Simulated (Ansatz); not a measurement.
Here is the system:

```xyz
10
Lattice="2.2923 1.3235 4.7264 -2.2923 1.3235 4.7264 0.0000 -2.6469 4.7264" Properties=species:S:1:pos:R:3 pbc="T T T"
Ga     0.0000     0.0000     7.0896
Ga     0.0000     0.0000     0.0000
B      0.0000     0.0000     3.5448
B      0.0000     0.0000    10.6344
O      0.9123     1.3235     8.2712
O     -0.9123    -1.3235     5.9080
O     -1.6023     0.1283     8.2712
O      1.6023    -0.1283     5.9080
O      0.6900    -1.4518     8.2712
O     -0.6900     1.4518     5.9080
```

Calculation: PBEsol with spin-orbit coupling, rigid bands (plane waves, PAW; Ansatz, an electronic-structure program). Condition of this run: spin-orbit coupling switched on. Geometry: cell and atoms relaxed with PBEsol.

Question: Predict the electron conductivity mass (n e² τ/σ) at 300 K, by direction if it differs.

Answer: 0.44 (x), 0.44 (y), 1.88 (z) mₑ.

Question: What conductivity effective mass do dilute holes have at 300 K?

Answer: 2.2 (x), 2.2 (y), 3.0 (z) mₑ.

Question: And the band gap?

Answer: 4.16 eV at this level; semilocal functionals usually fall short of the measured gap.

Rigid bands, one relaxation time for all states, no polarons.

Formula and space group known from diffraction (Crystallography Open Database), not checked to be the room-temperature form: GaBO3 (R-3c).
